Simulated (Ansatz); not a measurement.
Consider the following.

```
CELL_PARAMETERS angstrom
      0.05495     3.52309     3.56247
      3.60686     0.01557     3.60185
      3.65465     3.61026    -0.03222
ATOMIC_POSITIONS crystal
  Si 0.00000 0.00000 0.00000
  Ca 0.24763 0.25000 0.25170
  Ca 0.75237 0.75000 0.74830
```

No spin polarisation.

All numbers come from r2SCAN, PAW, 500 eV (Ansatz, a program for electronic structure; without spin-orbit coupling). Settings: 8×8×8 k-points, 0.05 eV Fermi–Dirac smearing.

What is the computed band gap?

0.69 eV.

What is the computed pressure (mean of the normal stresses, compression positive)?

-2.0 kbar.

The cells carry an imposed strain or load. Whether these cells are dynamically stable was not tested. The cell was made from Ca$_{2}$Si (space group Fm-3m, No. 225; a model cell, its experimental status unchecked) by this change: strain tensor (xx, yy, zz, yz, xz, xy) = (+0.65, −0.59, +0.51, −1.00, +0.10, +1.44) %.
